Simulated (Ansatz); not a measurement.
# Quick settings and what they miss: Ti₃Nb (Amm2, 4 atoms in the cell)

Self-consistent single point.

```xyz
4
Lattice="9.1764 0.0000 0.0000 0.0000 1.6290 2.4449 0.0000 -1.6290 2.4449" Properties=species:S:1:pos:R:3 pbc="T T T"
Ti     0.0000     0.0000     0.8932
Ti     2.2799     0.0000     3.8694
Ti     6.8965     0.0000     3.8694
Nb     4.5882     0.0000     1.1473
```

Computed with r2SCAN, default PAW files made with PBE (plane waves; Ansatz, an electronic-structure program).

Base settings: basis.ecutwfc = 500 eV; kpoints.mp_grid.grid = 3 10 10; hamiltonian.xc = r2scan; hamiltonian.pseudopotentials = {kind: paw} (the program's default PAW files); scf.occupations.method = gaussian; scf.occupations.width = 0.2 eV.

Tight run (finer mesh or higher cutoff; not a proven limit): basis.ecutwfc: 500 eV → 700 eV; kpoints.mp_grid.grid: 3 10 10 → 5 14 14; scf.convergence.dr2_threshold: default (1e-07 eV) → 1e-09 eV. It gave Fermi level (on the code's own zero) 13.69 eV; pressure -5.51 GPa; largest force (vector length) 0.097 eV/Å.

Quick runs, as changes from the base:
- A: the base itself
- B: basis.ecutwfc: 500 eV → 250 eV; kpoints.mp_grid.grid: 3 10 10 → 3 3 3; hamiltonian.xc: r2scan → lda; kpoints.mp_grid.shift: default → 0.5 0.5 0.5; scf.convergence.dr2_threshold: default (1e-07 eV) → 0.0001 eV [LDA (PW92)]
- C: kpoints.mp_grid.grid: 3 10 10 → 4 4 4
- D: basis.ecutwfc: 500 eV → 350 eV; kpoints.mp_grid.grid: 3 10 10 → 4 4 4; scf.occupations.width: 0.2 eV → 0.272 eV
- E: basis.ecutwfc: 500 eV → 400 eV; kpoints.mp_grid.grid: 3 10 10 → 2 2 2; scf.occupations.method: gaussian → cold; scf.occupations.width: 0.2 eV → 0.5 eV
- F: basis.ecutwfc: 500 eV → 400 eV; kpoints.mp_grid.grid: 3 10 10 → 6 6 6

Energies are extrapolated to zero smearing width, which holds to low order in the width alone.

Dashes: energy of B, another energy zero; count of B, another kind of functional, whose work the count does not hold.

† marks runs with another functional, U, potentials or spin treatment: their distance from the tight run is not a convergence error alone.

The count of work is k-points × plane waves × bands × iterations; it is no time. 

Pressures in the table are Ansatz's without its Pulay estimate, at a fixed set of plane waves; the tight run's value above holds the estimate.

The starting cell comes from a database of computed structures (which also holds hypothetical and non-ambient phases and stackings), without a prior relaxation at this level. Its lattice was rescaled by a random factor within 2.5 % of one. Spin polarisation is off. In the base run, with a pressure of about -5 GPa the cell is away from its equilibrium volume at this level.

```tsv
run	energy less tight (meV/atom)	pressure less tight (GPa)	largest miss in a force vector (eV/Å)	count of work / tight
A	3.0	-0.04	0.015	0.20
B†	–	-51.71	0.336	–
C	-27.0	-0.36	0.085	0.067
D	-20.0	-0.98	0.091	0.040
E	-369.7	-9.83	0.639	0.013
F	12.6	0.12	0.033	0.12
```

Among the runs at the tight run's level, the energy misses run from 3.0 to 369.7 meV/atom.

Keys are those of Ansatz 0.2.
